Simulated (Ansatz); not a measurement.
## BN (Fmm2, No. 42, 2 atoms in the cell; start mp-685145; a measured phase of this formula has another space group)

Calculation: r²SCAN-D4 (PAW; Ansatz, an electronic-structure program).

Settings: plane-wave cutoff 500 eV, 18×18×18 k mesh, gaussian smearing 0.02 eV, scalar-relativistic PAW data made under PBE.

Cell (relaxed at this level):

```xyz
2
Lattice="0.0000 3.3295 2.1620 1.2500 0.0000 2.1620 1.2500 3.3295 0.0000" Properties=species:S:1:pos:R:3 pbc="T T T"
B      1.2500     3.3295     0.0005
N      1.2500     3.3295     2.8823
```

| Item | Value |
|---|---|
| band gap | 4.05 eV (on the SCF k mesh) |

Note: the relaxation could not lower the start's symmetry, so the cell can be a saddle point above a distorted one.

Static lattice: no zero-point or thermal effects.

The result took around 3 core-minutes (rough).

A start named mp-… is a Materials Project structure, which need not be a measured phase.
